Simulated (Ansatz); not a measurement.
System: CsO2 (I4/mmm, No. 139; cell taken from a computed entry). Method: PBEsol in Ansatz (PAW).

Numerical settings: plane-wave cutoff 500 eV, 12×12×12 k mesh, Fermi–Dirac smearing 0.05 eV, spin-polarised start, scalar-relativistic PAW data made under PBE.

Computed at the level's own relaxed cell.

Question: What does this level give for the volume per atom, equilibrium lattice constant a and lattice parameter c?

Answer: 
volume per atom: 22.37 Å³/atom
equilibrium lattice constant a: 4.325 Å
lattice parameter c: 7.177 Å

Note: the magnetic order was assumed, not searched for or taken from measurement; the relaxation could not lower the start's symmetry, so the cell can be a saddle point above a distorted one.

Spin–orbit coupling is not included.

Computed values are for the static lattice.

Ansatz is a quantum-chemistry and plane-wave program.
